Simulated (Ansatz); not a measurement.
Take Sc in the hcp (Mg type) structure (space group P6_3/mmc, No. 194; a = 3.275 Å, c = 5.105 Å; relaxed with 0.1 eV smearing) as the base. Axes: x lies along a and z along c of the hexagonal cell.

Level of theory: DFT with PBEsol, PAW potentials and a 420 eV plane-wave cutoff in Ansatz (a first-principles code), scalar-relativistic without spin-orbit coupling.

Strains are applied to the cell and any free atomic positions relax.

One change was made to it. Results:

```csv
quantity,base,after
"pressure (mean of the normal stresses, compression positive)",0.0 GPa,0.0 GPa
energy relative to the base (free energy F),0 meV/atom,+0.1 meV/atom
band gap,zero,zero
```

**Question.** Name the change that was made.
(A) tensor shear ε_xz = +1.71 %
(B) tensor shear ε_xz = +2.00 %
(C) tensor shear ε_xz = +0.29 %
(D) tensor shear ε_xz = +1.43 %

**Answer.** C, tensor shear ε_xz = +0.29 %. For comparison, the energy relative to the base in the other runs: tensor shear ε_xz = +1.71 % gives +2.8 meV/atom; tensor shear ε_xz = +1.43 % gives +1.9 meV/atom; tensor shear ε_xz = +2.00 % gives +3.8 meV/atom.

Stability against distortions was not tested. The final runs are not spin-polarised.
